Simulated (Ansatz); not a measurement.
## Worked sum: reaction energy

Consider the reaction energy. Reaction: Hf (hcp) + O2 (gas) → HfO2 (P4₂/nmc). A negative value means that the right-hand side lies lower.

HfO2 (P4₂/nmc), 96 atoms in the cell, the relaxed perfect crystal repeated, atoms not moved again. Conventional cell: a = b = 3.605 Å, c = 5.265 Å, α = β = γ = 90.00°.

Method: Ansatz (a program for electronic structure), PAW, neutral cells at 0 K with nuclei at rest, on structures from PBE. Ansatz runs with its PAW set soft_1. Other levels take these structures. The lattices are those relaxed with PBE, so at other levels the solids can be strained, which adds to the spread. A dispersion term (D3(BJ), or D4 for r2SCAN) was computed beside these levels and is taken off wherever the name lacks it. Space groups of crystals are read within 0.01 Å. Spin-orbit coupling is left out.

Total energies of the cells in eV, at zero smearing width. They compare only within one column; the weights balance every element.

```csv
cell,atoms,weight,r2SCAN,RPBE
HfO2 (P4₂/nmc),96,+1,-540063.97355,-540101.61287
Hf (hcp),2,−16,-31467.58082,-31469.31912
O2 (gas),2,−32,-1131.97288,-1133.90065
```

r2SCAN: (-540063.97355) − 16 × (-31467.58082) − 32 × (-1131.97288) = -359.548 eV; dividing by 32 gives -11.24 eV.

RPBE: (-540101.61287) − 16 × (-31469.31912) − 32 × (-1133.90065) = -307.686 eV; dividing by 32 gives -9.62 eV.

What follows from the r2SCAN value: Per mole of the reaction as written, -11.236 eV × 96.485 = -1084.1 kJ.
